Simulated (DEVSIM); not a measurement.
Structure: Pd/HfO2/n-Si capacitor, at 400 K.

Layer 1 from the left is HfO2, thickness (nm) 19.0. Layer 2 from the left is Si, thickness (nm) 1900, Nd (cm⁻³) 9e16.

Metal gate on the left, work function 5.2 eV. Fixed charge at the semiconductor interface 3.3e10 cm⁻² (in units of +e); no interface traps.

Constants are typed, rounded textbook-type inputs, not results; the design itself was drawn at random and stands for no fabricated device. Values at 300 K; Nc and Nv go as T^1.5, mobilities as T to minus their exponent, the gap by Varshni's rule with the affinity fixed.

HfO2: gap (eV) 5.7, affinity (eV) 2.5, permittivity 22. Si: gap (eV) 1.124, affinity (eV) 4.05, permittivity 11.7, Nc (cm⁻³) 2.86e19, Nv (cm⁻³) 3.1e19, Varshni α (eV/K) 0.000473, Varshni β (K) 636.

Problem. Estimate by hand the flat-band voltage, the threshold voltage, and compare with a numerical solution.

Solution. 
- Flat-band voltage: C = 1.03 μF/cm², work-function difference 0.937 V; VFB = φms − qNf/C = 0.93 V; numerical 0.93 V.
- Threshold voltage: φF = 0.333 V, depletion charge √(4εqNφF) = 1.41e-7 C/cm²; VT = VFB − 2φF − Qd/C = 0.13 V; numerical 0.13 V.

Model (solved in DEVSIM): 1D Poisson equation in equilibrium, Boltzmann statistics, complete ionisation; no quantum confinement or tunnelling. Metal contacts follow the ideal Schottky-Mott rule: no Fermi-level pinning, no interface dipoles.
